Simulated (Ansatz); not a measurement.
Results of PBE (PAW; Ansatz, a program for electronic structure) for SiNF (model structure, P3m1, No. 156, 3 atoms in the cell).

Input file:

Ansatz 0.2 input:
```yaml
crystal:
  lattice:
    - [2.9391468446, 0.0, 0.0]
    - [-1.4695734223, 2.5453758329, 0.0]
    - [0.0, 0.0, 5.2885937405]
  atoms:
    - { symbol: Si, position: [0.0, 0.0, 0.377744099] }
    - { symbol: N, position: [0.6666666667, 0.3333333333, 0.2898399065] }
    - { symbol: F, position: [0.0, 0.0, 0.6840819945] }
basis:
  ecutwfc: 520
  ecutrho_ratio: 4
  xc_grid: 2
kpoints:
  mp_grid: { grid: [12, 12, 6] }
hamiltonian:
  xc: pbe
  dispersion: none
  pseudopotentials: { kind: paw }
scf:
  occupations: { method: fermi_dirac, width: 0.01 }
output:
  forces: true
  stress: true
  eigenvalues: true
relax:
  f_tol: 0.004
  escape_saddle: false
  max_steps: 80
  cell: { stress_tol: 0.02, fix: [volume] }
```

The run printed, among other lines:

```
Relaxation: its limit of steps is 80 (relax.max_steps)
Crystal: 3 atoms, lattice volume = 39.565 Å³
Basis set: ecut = 520 eV, 1087 PW (Γ), exchange–correlation on 48×48×80 points (8 copies of the dense FFT grid, shifted against one another)
Bands: 12, of which v1, the nominal top of the filled ones, is band 8 counted from 1 (7 counted from 0)
Symmetry: 6 space group operations
Space group: P3m1 (ITA 156), of the structure as read, at distance tolerance 3.4e-5 Å
k-points: 100 of 864 (time reversal used)
Functional: x = pbe(κ = 0.804, μ = 0.2195149727645171), c = pbe(β = 0.06672455060314922)
SCF iter   1: F=—  HF=-1830.936466 eV  |F-HF|=—  |Δ(HF+E_count)|=         —  Δρ=3.32e-3  dr2=4.26e-3
SCF iter   2: F=—  HF=-1830.936342 eV  |F-HF|=—  |Δ(HF+E_count)|=   1.24e-4  Δρ=1.45e-3  dr2=5.23e-4
  ...
SCF 1 converged in 7 iterations: F = -1830.936348 eV  dr2 = 6.05e-9
Crystal: 3 atoms, lattice volume = 39.565 Å³
Initial density: handed on by an earlier stage of this run
SCF 2 converged in 5 iterations: F = -1830.940992 eV  dr2 = 2.31e-7
Crystal: 3 atoms, lattice volume = 39.565 Å³
Basis set: ecut = 520 eV, 1099 PW (Γ), exchange–correlation on 48×48×80 points (8 copies of the dense FFT grid, shifted against one another)
SCF 3 converged in 6 iterations: F = -1830.943203 eV  dr2 = 3.10e-8
Crystal: 3 atoms, lattice volume = 39.565 Å³
SCF 4 converged in 4 iterations: F = -1830.943208 eV  dr2 = 4.79e-9
Crystal: 3 atoms, lattice volume = 39.565 Å³
SCF iter   6: F=—  HF=-1830.943240 eV  |F-HF|=—  |Δ(HF+E_count)|=   1.77e-9  Δρ=1.97e-7  dr2=5.99e-12
SCF iter   7: F=-1830.943240 eV  HF=-1830.943240 eV  |F-HF|=2.50e-12  |Δ(HF+E_count)|=  1.66e-10  Δρ=3.72e-8  dr2=3.25e-13
SCF 5 converged in 7 iterations: F = -1830.943240 eV  dr2 = 3.25e-13
SCF converged after 7 iterations
Free energy (F): -1830.943240 eV
Internal energy: -1830.943240 eV  (E = F + TS)
E sigma→0 (E₀):  -1830.943240 eV
Fermi energy:    4.985866 eV
--- Forces (eV/Å), atoms counted from 1 ---
  atom   1  Si    -0.00000000     0.00000000    -0.00145609
  atom   2  N      0.00000000    -0.00000000     0.00227891
  atom   3  F      0.00000000    -0.00000000    -0.00080578
--- Stress (GPa, compression-positive) ---
       -0.158633      -0.000000       0.000000
       -0.000000      -0.158633       0.000000
        0.000000       0.000000      -0.159220
  P = ⅓ Tr σ = -0.1588 GPa (-1.588 kbar)
```

The cell is one volume of an energy–volume scan, off the minimum.

Note: the relaxation could raise the start's symmetry but not lower it, so the cell can be a saddle point. Note: the cell has widely spaced layers and the level no dispersion term, so their spacing and the moduli can rest on weak binding.

It cost roughly 50 core-seconds of CPU time.

A model structure was made by putting elements into a prototype or built by hand; it is no filed structure, need not be a known phase, and can be a saddle point held by its symmetry.
